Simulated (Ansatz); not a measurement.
What holes 1.5×10^21 cm⁻³ does to CdSe

Base system: CdSe in the zinc blende structure (space group F-43m, No. 216; a = 6.082 Å).

Perturbation: hole doping at 1.5×10^21 cm⁻³ (0.0844 per cell), with a uniform compensating background at fixed cell and a 300 K Fermi–Dirac width.

The values are results of PBEsol (Ansatz, an electronic-structure program, PAW, spin-orbit coupling left out), not measurements. Γ-centred 22×22×22 mesh, Fermi–Dirac width 0.0259 eV.

The gap between the host's bands goes up by 0.06 eV to 0.54 eV and the gap character remains direct at Γ. The Fermi level relative to the doped band's edge (positive inside the band; to 0.05 eV) amounts to +0.25 eV.

Carriers are added with a uniform compensating background; total energy and stress of such cells depend on the potential's zero and are not compared; many-body gap narrowing is missing at this level. Stability against distortions was not tested.
